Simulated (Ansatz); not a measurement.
Levels about the gap of amorphous Hf18O38Ge (57 atoms in a cell of 741 Å³, 8.72 g/cm³; zone centre alone, so wide bands show as single levels with stretches between that a denser mesh fills), at the geometry that PBE relaxed, where it gives 0.6 GPa on a denser mesh. The participation number counts the atoms over which a state spreads; weights are charges in smoothed Voronoi cells. The levels come from a single point, so bond lengths are those of that geometry. Method of the levels: PBE, scalar-relativistic without spin-orbit coupling (Ansatz, an electronic-structure program). Sampling: the zone centre alone; Fermi-Dirac width 0.02 eV; no spin polarisation.

It comes from a melt-quench run on a machine-learned potential (CHGNet), relaxed afterwards by DFT. O atoms were pushed apart under 1.9 Å during the dynamics, to hinder bonds among them. The hot cell started wider than the set density and was brought back towards it in steps. It is the lowest in DFT energy of 2 quenches. It is a model cell: composition and starting density were chosen by hand, and all elements were melted together. No dispersion term was used. Its density started from a set value of 8.72 and ended at 8.72 g/cm³. The simulated quench (nominally 380 K/ps over its main leg) is rapid and tends to freeze in more defects than a deposited or slowly cooled glass has. Values belong to this one cell and scatter from quench to quench. The volume was held where the preparation left it and the shape relaxed, at a PBE pressure of 0.6 GPa. Stress components on the final sampling reach 1.5 GPa. On a 2×2×2 Γ-centred mesh force components of up to 0.12 eV/Å stay, since the relaxation ran on the zone centre alone. Cycles of charging lowered its energy after that relaxation.

| E - E(highest filled), eV | filling | participation number | largest on | weight O | weight Hf | weight Ge |
|---|---|---|---|---|---|---|
| -0.35 | filled | 18.3 | O, 2 neighbours | 0.94 | 0.06 | 0.00 |
| -0.33 | filled | 24.1 | O, 4 neighbours | 0.94 | 0.06 | 0.00 |
| -0.28 | filled | 19.0 | O, 3 neighbours | 0.95 | 0.05 | 0.00 |
| -0.22 | filled | 9.7 | O, 2 neighbours | 0.94 | 0.06 | 0.00 |
| -0.15 | filled | 9.7 | O, 3 neighbours | 0.94 | 0.06 | 0.00 |
| -0.10 | filled | 13.0 | O, 3 neighbours | 0.95 | 0.05 | 0.00 |
| 0.00 | filled | 12.2 | O, 3 neighbours | 0.95 | 0.05 | 0.00 |
| 4.10 | empty | 36.7 | Hf, 7 neighbours | 0.54 | 0.43 | 0.03 |
| 4.27 | empty | 28.6 | Hf, 7 neighbours | 0.45 | 0.53 | 0.02 |
| 4.38 | empty | 30.5 | Hf, 6 neighbours | 0.41 | 0.54 | 0.05 |
| 4.51 | empty | 25.0 | Hf, 6 neighbours | 0.37 | 0.62 | 0.01 |
| 4.53 | empty | 25.9 | Hf, 6 neighbours | 0.39 | 0.60 | 0.01 |
| 4.56 | empty | 20.0 | Hf, 6 neighbours | 0.38 | 0.59 | 0.03 |
| 4.64 | empty | 28.7 | Hf, 6 neighbours | 0.40 | 0.60 | 0.00 |

Most localised among these is the filled level at -0.22 eV, on a O atom, which has 2 neighbours (Hf 1.97 Å, Hf 2.05 Å).
